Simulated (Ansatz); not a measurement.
**Corundum Ga2O3 (metastable phase)**

The numbers are results of PBE-D3(BJ) (Ansatz, a program for electronic structure, plane waves, PAW), not measurements.

Settings: plane-wave cutoff 500 eV, 10×10×10 k mesh, Fermi–Dirac smearing 0.05 eV, scalar-relativistic PAW data made under PBE.

Cell: relaxed at this level.

```
Property                                              Value
------------------------------  ---------------------------
volume per atom                                9.89 Å³/atom
equilibrium lattice constant a                      5.032 Å
lattice parameter c                                13.532 Å
band gap                        2.59 eV (on the SCF k mesh)
```

Measured, for comparison: lattice constant a 4.982 Å, lattice parameter c 13.433 Å (temperature not stated, no zero-point or thermal correction; as tabulated in Marezio, Remeika, J. Chem. Phys. 46, 1862 (1967) (COD 1538347)). Computed (rounded) less measured: lattice constant a +1.0 %, lattice parameter c +0.7 %.

Spin–orbit coupling is not included.

Computed values are for the static lattice.

The result took about 2.3 core-minutes (a rough figure).
